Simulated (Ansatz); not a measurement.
Start from Ti in the hcp (Mg type) structure (space group P6_3/mmc, No. 194; a = 2.9367 Å, c = 4.6410 Å; relaxed with 0.1 eV smearing). Axes: x lies along a and z along c of the hexagonal cell.

Computed with r2SCAN (Ansatz, a quantum-chemistry and plane-wave program), no spin-orbit coupling, earlier PAW set.

For the base:

* **Pressure**: 0.0 GPa
* **Volume per atom**: 17.33 Å³

Modification: compressive biaxial strain of 1.73 % in the plane normal to [001], as in epitaxy on a mismatched substrate; the out-of-plane cell vector and the atoms relax.

**Question.** What does the calculation give for the pressure and volume per atom after the change?

**Answer.** The pressure (mean of the normal stresses, compression positive) goes from zero to 2.6 GPa; the volume per atom drops by 0.366 Å³, from 17.33 Å³ to 16.97 Å³.

No phonon test of stability was made. The final runs are not spin-polarised.
